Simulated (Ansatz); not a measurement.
Ansatz (a program for electronic structure) is run on InAs (F-43m, 2 atoms in the cell), and the run fails. The aim is a self-consistent single point with DFT, r2SCAN, plane waves, default PAW files made with PBE.

The input file:

Ansatz 0.2 input:
```yaml
crystal:
  lattice:
    - [0.000000, 3.053560, 3.053560]
    - [3.053560, 0.000000, 3.053560]
    - [3.053560, 3.053560, 0.000000]
  atoms:
    - { symbol: In, position: [0.750000, 0.750000, 0.750000] }
    - { symbol: As, position: [0.000000, 0.000000, 0.000000] }
kpoints:
  mp_grid: { grid: [8, 8, 8] }
hamiltonian:
  xc: r2scan
  pseudopotentials: { kind: paw }
SCF:
  occupations: { method: cold, width: 0.1 }
output:
  forces: true
  eigenvalues: true
  stress: true
```

The program printed (abridged):

```
Error: YAML parse error: error: line 14 column 1: unknown field `SCF`, expected one of crystal, accuracy, basis, kpoints, hamiltonian, magnetization, projection, total_charge, correlation, batch, efield, external_charges, scf, relax, neb, saddle, md, ramp, phonons, dielectric, real_time, elastic, magnetic_configurations, gw, evaluate, workflow, output, checkpoint, execution
  --> <input>:14:1
   |
12 |   xc: r2scan
13 |   pseudopotentials: { kind: paw }
14 | SCF:
   | ^ unknown field `SCF`, expected one of crystal, accuracy, basis, kpoints, hamiltonian, magnetization, projection, total_charge, correlation, batch, [...]
15 |   occupations: { method: cold, width: 0.1 }
16 | output:
   |
```

From the messages shown, name the fault and mend the input.

The program does not know the word SCF. To fix it, write scf. The program stopped before any SCF iteration.

The sound input it was made from differs as follows (other fixes are possible):
```diff
-SCF:
+scf:
```

With that input, the run converged in 6 iterations: free energy E − TS (on the zero of these files) -10477.1762 eV; pressure 0.05 GPa (DFT, r2SCAN, plane waves, default PAW files made with PBE).

On the sound input: the starting cell comes from a database of computed structures (which also holds hypothetical and non-ambient phases and stackings), without a prior relaxation at this level. Ansatz's pressure includes its estimate of the finite-basis (Pulay) stress. A gap is left out here, as mesh or smearing make it unsure.
